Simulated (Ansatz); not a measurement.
Amorphous In₂₄O₃₉La₂, 65 atoms at 6.51 g/cm³, one PBE-relaxed geometry, zone centre. Methods: PBE, scalar-relativistic without spin-orbit coupling (Ansatz, a first-principles code); r2SCAN, scalar-relativistic without spin-orbit coupling (Ansatz); HSE06, scalar-relativistic without spin-orbit coupling (Ansatz). Plane waves to 420 eV (r2SCAN 500 eV); exact exchange is cut at the cell's faces. At PBE the levels at the filled edge of the gap are localised (band-tail or defect states). All rungs ran without spin polarisation.

The cell was made by melting and quenching with the CHGNet potential and then relaxed with DFT. O atoms were pushed apart under 1.9 Å during the dynamics, to hinder bonds among them. The hot cell started wider than the set density and was brought back towards it in steps. It is the lowest in DFT energy of 2 quenches. It is a model cell: composition and starting density were chosen by hand, and all elements were melted together. No dispersion term was used. Its density started from a set value of 6.51 and ended at 6.51 g/cm³. The quench (nominally 280 K/ps over its main leg) was far faster than any real one, so the model tends to hold more defects than a real film. One small periodic cell is one sample of the glass; other quenches scatter about these values. The volume was held where the preparation left it and the shape relaxed, at a PBE pressure of -0.2 GPa (tension).

The relaxation ran on the zone centre alone. At PBE the level gap is 0.73 eV on a 2×2×2 Γ-centred mesh, and the spacing at the zone centre alone 0.74 eV.

### Question
What zone-centre spacing does r2SCAN give, roughly?

### Answer
1.18 eV (+0.44 eV against PBE).

### Question
What zone-centre spacing does HSE06 give, roughly?

### Answer
2.11 eV (+1.37 eV against PBE).

The highest filled and the lowest empty state spread over these numbers of atoms (participation numbers): PBE: 6.6 and 60.2; r2SCAN: 5.9 and 60.1; HSE06: 6.3 and 60.1.
